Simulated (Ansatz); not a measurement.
SrLaAlO4 (I4mm, No. 107, 7 atoms in the cell; start mp-1218184)

All values below come from PBEsol+SOC (PAW; Ansatz, an electronic-structure program).

Settings: plane-wave cutoff 520 eV, 12×12×12 k mesh, Fermi–Dirac smearing 0.01 eV, PAW data made under PBE.

Cell (relaxed with PBEsol):

```xyz
7
Lattice="-1.8765 1.8765 6.2062 1.8765 -1.8765 6.2062 1.8765 1.8765 -6.2062" Properties=species:S:1:pos:R:3 pbc="T T T"
Sr     0.0000     0.0000     7.9714
La     0.0000     0.0000     4.4462
Al     0.0000     0.0000     0.0627
O      0.0000     0.0000    10.4120
O      0.0000     0.0000     2.0346
O      0.0000     1.8765     6.1553
O      1.8765     0.0000     6.1553
```

```json
{
  "band_gap": "2.98 eV (indirect)",
  "smallest_direct_gap_on_the_k_points_sampled": "3.16 eV",
  "Γ–Γ gap": "3.74 eV"
}
```

It cost about 5 core-minutes (a rough figure) of CPU time.

A start named mp-… is a Materials Project structure, which need not be a measured phase.
